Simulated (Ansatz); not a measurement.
A computed series for hypothetical I4_132 Si: pressure series

Consider Si (space group I4_132, No. 214; a hypothetical phase, not in the database extracts checked).

```yaml
crystal:
  lattice:
    - [-3.21878, 3.21878, 3.21878]
    - [3.21878, -3.21878, 3.21878]
    - [3.21878, 3.21878, -3.21878]
  atoms:
    - { symbol: Si, position: [0.00000, 0.25000, 0.50000] }
    - { symbol: Si, position: [0.25000, 0.50000, 0.00000] }
    - { symbol: Si, position: [0.50000, 0.00000, 0.25000] }
    - { symbol: Si, position: [0.25000, 0.25000, 0.25000] }
```

Cell and atoms are relaxed at each pressure.

Levels (all Ansatz, a program for electronic structure, PAW): PBE (420 eV, spin-orbit coupling left out); PBEsol (420 eV, scalar-relativistic without spin-orbit coupling).

The base cell above is that of PBE; each level relaxes its own structures.

```csv
case,"lattice parameter a, PBE","lattice parameter a, PBEsol"
pressure −2 GPa,12.385 bohr,12.284 bohr
pressure −1 GPa,12.266 bohr,12.178 bohr
pressure 0.3 GPa,12.137 bohr,12.059 bohr
pressure 0.7 GPa,12.102 bohr,12.026 bohr
pressure 1.5 GPa,12.035 bohr,[?]
pressure 3 GPa,11.924 bohr,11.857 bohr
pressure 5 GPa,11.795 bohr,[?]
pressure 7.5 GPa,11.657 bohr,[?]
pressure 10 GPa,11.535 bohr,[?]
```

Some entries are withheld; estimate them.


- pressure 1.5 GPa, lattice parameter a, PBEsol: 11.963 bohr
- pressure 5 GPa, lattice parameter a, PBEsol: 11.735 bohr
- pressure 7.5 GPa, lattice parameter a, PBEsol: 11.602 bohr
- pressure 10 GPa, lattice parameter a, PBEsol: 11.485 bohr

PBE lies above PBEsol in every row, by 0.051 bohr to 0.101 bohr. They put the cases in the same order.

Load acts through the strain it causes; cell and atoms are relaxed under it. Stability against distortions was not tested. Competing high-pressure phases were not computed.
